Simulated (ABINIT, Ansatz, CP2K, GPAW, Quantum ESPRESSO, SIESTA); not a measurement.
## One structure in several programs: LiHfSe₂ (P-3m1, 4 atoms in the cell)

Self-consistent single point, at a second geometry (lattice scaled by 0.98). First geometry:

```
LiHfSe2
1.0
    3.70598     0.00000     0.00000
   -1.85299     3.20947     0.00000
    0.00000     0.00000     6.59956
Li Hf Se
1 1 2
Cartesian
  0.00000   0.00000   3.29978
  0.00000   0.00000   0.00000
  0.00000   2.13965   1.63867
  1.85299   1.06982   4.96089
```

Shared settings, as Ansatz (an electronic-structure program) writes them: kpoints.mp_grid.grid = 10 10 5; scf.occupations.method = gaussian; scf.occupations.width = 0.136 eV. Potentials and cutoffs stand in the table.

| code | model | ΔF from the first geometry (meV/atom) | pressure (GPa) | largest force (eV/Å) | cutoff |
|---|---|---|---|---|---|
| Ansatz | PBEsol, PAW files made with PBE | 7.0 | 3.86 | 0.575 | default |
| Quantum ESPRESSO | PBEsol, GBRV 1.5 ultrasoft (PBESOL) pseudopotentials | 7.2 | 3.70 | 0.577 | 40 Ry |
| CP2K | PBEsol, GPW, TZVP-MOLOPT-SR-GTH basis, GTH-PBE potentials (GTH_POTENTIALS) | 12.9 | 4.79 | 0.627 | grid 500 Ry |
| ABINIT | PBEsol, norm-conserving pseudopotentials (PseudoDojo nc-sr-04 PBEsol standard) | 7.2 | 3.93 | 0.575 | 1170 eV |
| SIESTA | GGA PBEsol, numerical atomic orbitals DZP, PseudoDojo PBEsol standard norm-conserving potentials (rewritten from UPF to PSML) | 13.0 | 5.18 | 0.963 | grid 350 Ry |
| GPAW | PBEsol, GPAW PAW datasets PBEsol (made by gpaw-setup) | 8.4 | 4.14 | 0.599 | 550 eV |

On Ansatz's run: spin-orbit coupling is off.

The spread over the programs that give each value: ΔF from the first geometry within 6.0 meV/atom; pressure within 1.48 GPa; largest force within 0.388 eV/Å.

CP2K and SIESTA use small atom-centred bases, whose incompleteness enters pressures, forces and empty levels differently from a plane-wave cutoff. Ansatz's pressure is given at a fixed set of plane waves, as the other plane-wave codes print theirs; with its correction for the finite basis it is 3.89 GPa. In the pressure, SIESTA (by 1.28) lies more than 1 GPa from the median of the plane-wave programs. In the force vectors, SIESTA (by 0.386) lies more than 0.08 eV/Å from the median of the plane-wave programs.

The starting cell comes from a database of computed structures (which also holds hypothetical and non-ambient phases and stackings), without a prior relaxation at this level. For this run, on top of that: lattice scaled by 0.98.

Left out of this page: Elk (not drawn, or without a comparable value); FLEUR (with a known weakness of the program).

Keys are those of Ansatz 0.2.
